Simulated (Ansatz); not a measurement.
## What electrons 7.0×10^21 cm⁻³ does to CaF2

Take CaF2 in the fluorite structure (space group Fm-3m, No. 225; a = 5.421 Å) as the base.

Now apply this change: 0.279 electrons added to each cell, a density of 7.0×10^21 cm⁻³, with a uniform compensating background at fixed cell and a 300 K Fermi–Dirac width.

Method: Ansatz (a quantum-chemistry and plane-wave program) PBEsol, no spin-orbit coupling. k-mesh 19×19×19 (Γ-centred); smearing 0.0259 eV (Fermi–Dirac).

* **Gap between the host's bands**: 6.89 eV (base 7.25 eV)
* **Gap character**: indirect, X → Γ (base indirect, X → Γ)
* **Valley order (the lowest conduction-band minima on the path, energy above the VBM, named in the base's zone)**: Γ 6.89 eV; X along ⟨100⟩ 7.90 eV (base Γ 7.25 eV; X along ⟨100⟩ 8.09 eV)
* **Fermi level relative to the doped band's edge (positive inside the band; to 0.05 eV)**: +1.20 eV

Charged cell with a jellium background: band edges are those of the host's band count, energies are not comparable with the neutral cell, and many-body gap narrowing is missing. Whether these cells are dynamically stable was not tested.
